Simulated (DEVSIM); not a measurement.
Device: Pd/La2O3/SiO2/p-Si capacitor, at 300 K.

| layer (left to right) | material | thickness (nm) | Na (cm⁻³) |
|---|---|---|---|
| 1 | La2O3 | 3.60 | - |
| 2 | SiO2 | 0.930 | - |
| 3 | Si | 5500 | 1.1e16 |

Metal gate on the left, work function 5.2 eV. Fixed charge at the semiconductor interface 0 cm⁻² (in units of +e); no interface traps.

Constants are typed, rounded textbook-type inputs, not results; the design itself was drawn at random and stands for no fabricated device. Values at 300 K.

```tsv
parameter	La2O3	SiO2	Si
gap (eV)	5.8	9	1.124
affinity (eV)	1.8	0.9	4.05
permittivity	27	3.9	11.7
Nc (cm⁻³)	-	-	2.86e19
Nv (cm⁻³)	-	-	3.1e19
```

Simulated with DEVSIM: 1D Poisson equation in equilibrium, Boltzmann statistics, complete ionisation; no quantum confinement or tunnelling. Metal contacts follow the ideal Schottky-Mott rule: no Fermi-level pinning, no interface dipoles.

**Question.** Tabulate band edges, carrier densities and field at 0.7 V on the gate.

**Answer.** Energies count from the Fermi level of the right contact; mesh points crowd at the junctions.

```json
[
 {"x (μm)": "0.000", "Ec (eV)": "2.700", "Ev (eV)": "-3.100", "n (cm⁻³)": "< 1e2", "p (cm⁻³)": "< 1e2", "field (V/cm)": "17000"},
 {"x (μm)": "0.001151", "Ec (eV)": "2.702", "Ev (eV)": "-3.098", "n (cm⁻³)": "< 1e2", "p (cm⁻³)": "< 1e2", "field (V/cm)": "17000"},
 {"x (μm)": "0.002529", "Ec (eV)": "2.704", "Ev (eV)": "-3.096", "n (cm⁻³)": "< 1e2", "p (cm⁻³)": "< 1e2", "field (V/cm)": "17000"},
 {"x (μm)": "0.003600", "Ec (eV)": "3.606", "Ev (eV)": "-5.394", "n (cm⁻³)": "< 1e2", "p (cm⁻³)": "< 1e2", "field (V/cm)": "81000"},
 {"x (μm)": "0.004419", "Ec (eV)": "3.615", "Ev (eV)": "-5.385", "n (cm⁻³)": "< 1e2", "p (cm⁻³)": "< 1e2", "field (V/cm)": "110000"},
 {"x (μm)": "0.005815", "Ec (eV)": "0.471", "Ev (eV)": "-0.653", "n (cm⁻³)": "3.4e11", "p (cm⁻³)": "3.4e8", "field (V/cm)": "38000"},
 {"x (μm)": "0.009076", "Ec (eV)": "0.484", "Ev (eV)": "-0.640", "n (cm⁻³)": "2.1e11", "p (cm⁻³)": "5.4e8", "field (V/cm)": "37000"},
 {"x (μm)": "0.02083", "Ec (eV)": "0.526", "Ev (eV)": "-0.598", "n (cm⁻³)": "4.1e10", "p (cm⁻³)": "2.8e9", "field (V/cm)": "35000"},
 {"x (μm)": "0.04410", "Ec (eV)": "0.604", "Ev (eV)": "-0.520", "n (cm⁻³)": "2.0e9", "p (cm⁻³)": "5.7e10", "field (V/cm)": "31000"},
 {"x (μm)": "0.09840", "Ec (eV)": "0.749", "Ev (eV)": "-0.375", "n (cm⁻³)": "7500000", "p (cm⁻³)": "1.6e13", "field (V/cm)": "22000"},
 {"x (μm)": "0.2177", "Ec (eV)": "0.899", "Ev (eV)": "-0.225", "n (cm⁻³)": "23000", "p (cm⁻³)": "5.1e15", "field (V/cm)": "4500"},
 {"x (μm)": "0.6591", "Ec (eV)": "0.919", "Ev (eV)": "-0.205", "n (cm⁻³)": "11000", "p (cm⁻³)": "1.1e16", "field (V/cm)": "≈ 0"},
 {"x (μm)": "1.533", "Ec (eV)": "0.919", "Ev (eV)": "-0.205", "n (cm⁻³)": "11000", "p (cm⁻³)": "1.1e16", "field (V/cm)": "≈ 0"},
 {"x (μm)": "3.336", "Ec (eV)": "0.919", "Ev (eV)": "-0.205", "n (cm⁻³)": "11000", "p (cm⁻³)": "1.1e16", "field (V/cm)": "≈ 0"},
 {"x (μm)": "4.796", "Ec (eV)": "0.919", "Ev (eV)": "-0.205", "n (cm⁻³)": "11000", "p (cm⁻³)": "1.1e16", "field (V/cm)": "≈ 0"},
 {"x (μm)": "5.202", "Ec (eV)": "0.919", "Ev (eV)": "-0.205", "n (cm⁻³)": "11000", "p (cm⁻³)": "1.1e16", "field (V/cm)": "≈ 0"},
 {"x (μm)": "5.375", "Ec (eV)": "0.919", "Ev (eV)": "-0.205", "n (cm⁻³)": "11000", "p (cm⁻³)": "1.1e16", "field (V/cm)": "≈ 0"},
 {"x (μm)": "5.448", "Ec (eV)": "0.919", "Ev (eV)": "-0.205", "n (cm⁻³)": "11000", "p (cm⁻³)": "1.1e16", "field (V/cm)": "≈ 0"},
 {"x (μm)": "5.487", "Ec (eV)": "0.919", "Ev (eV)": "-0.205", "n (cm⁻³)": "11000", "p (cm⁻³)": "1.1e16", "field (V/cm)": "≈ 0"},
 {"x (μm)": "5.498", "Ec (eV)": "0.919", "Ev (eV)": "-0.205", "n (cm⁻³)": "11000", "p (cm⁻³)": "1.1e16", "field (V/cm)": "≈ 0"},
 {"x (μm)": "5.502", "Ec (eV)": "0.919", "Ev (eV)": "-0.205", "n (cm⁻³)": "11000", "p (cm⁻³)": "1.1e16", "field (V/cm)": "≈ 0"},
 {"x (μm)": "5.505", "Ec (eV)": "0.919", "Ev (eV)": "-0.205", "n (cm⁻³)": "11000", "p (cm⁻³)": "1.1e16", "field (V/cm)": "≈ 0"}
]
```
